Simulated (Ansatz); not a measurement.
InSe with two functionals

Base system: InSe in the beta-GaS type structure (space group P6_3/mmc, No. 194; a = 4.0320 Å, c = 16.7626 Å; layered, stacked along the Cartesian z axis).

(Cell as relaxed with PBE-D3(BJ).)

Levels (all Ansatz, a quantum-chemistry and plane-wave program, PAW, earlier PAW set): PBE-D3(BJ) (420 eV, no spin-orbit coupling); r2SCAN+rVV10 (500 eV, scalar-relativistic without spin-orbit coupling).

Each level relaxes its own structure.

| quantity | PBE-D3(BJ) | r2SCAN+rVV10 |
|---|---|---|
| volume per atom | 29.50 Å³ | (withheld) |
| lattice parameter a | 4.032 Å | (withheld) |
| lattice parameter c | 16.763 Å | (withheld) |
| band gap | 0.37 eV | (withheld) |
| gap character | direct at Γ | (withheld) |
| electron mass | 0.042 mₑ along c, 0.11 mₑ across | (withheld) |
| hole mass | 0.041 mₑ along c, 2.9 mₑ across | (withheld) |

Task: Given the PBE-D3(BJ) results, estimate those of r2SCAN+rVV10.

Result: 
- volume per atom, r2SCAN+rVV10: 29.56 Å³
- lattice parameter a, r2SCAN+rVV10: 4.016 Å
- lattice parameter c, r2SCAN+rVV10: 16.926 Å
- band gap, r2SCAN+rVV10: 0.85 eV
- gap character, r2SCAN+rVV10: direct at Γ
- electron mass, r2SCAN+rVV10: 0.085 mₑ along c, 0.14 mₑ across
- hole mass, r2SCAN+rVV10: 0.080 mₑ along c, 2.0 mₑ across

PBE-D3(BJ)'s volume per atom lies 0.06 Å³ below r2SCAN+rVV10's (0.2 %); PBE-D3(BJ)'s lattice parameter a lies 0.016 Å above r2SCAN+rVV10's (0.4 %); PBE-D3(BJ)'s lattice parameter c lies 0.1639 Å below r2SCAN+rVV10's (1.0 %); PBE-D3(BJ)'s band gap lies 0.48 eV below r2SCAN+rVV10's; the two agree on the gap character. Neither level is exact; r2SCAN+rVV10 is the comparison here, not a measurement.

Masses are band curvatures over ±0.01 Å⁻¹ around the edge. Gaps are Kohn–Sham eigenvalue differences; semilocal functionals usually give less than the measured gap. Stability against distortions was not tested.
